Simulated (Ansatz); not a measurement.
For CdSe (model structure, started from the tenorite type, C2/c, No. 15, 4 atoms in the cell), PBEsol in Ansatz (PAW) gives:

| Item | Value |
|---|---|
| volume per atom | 22.40 Å³/atom |
| enthalpy of formation | -0.480 eV/atom |

Q: What does PBE-D3(BJ) (Ansatz, an electronic-structure program, plane waves, PAW) give for the same quantities?

A: 
- equilibrium volume per atom: 22.69 Å³/atom (goes up by 1.3 %)
- formation enthalpy: -0.505 eV/atom (moves by -0.025 eV/atom)

Changes are worked out from the printed values.

Unless a cell is named, each level is at its own relaxed cell (PBEsol 22.40, PBE-D3(BJ) 22.69 Å³/atom).

Ansatz's density-functional and Hartree–Fock values are scalar-relativistic unless marked +SOC, with PAW data made under PBE.

A model structure was made by putting elements into a prototype or built by hand; it is no filed structure, need not be a known phase, and can be a saddle point held by its symmetry.
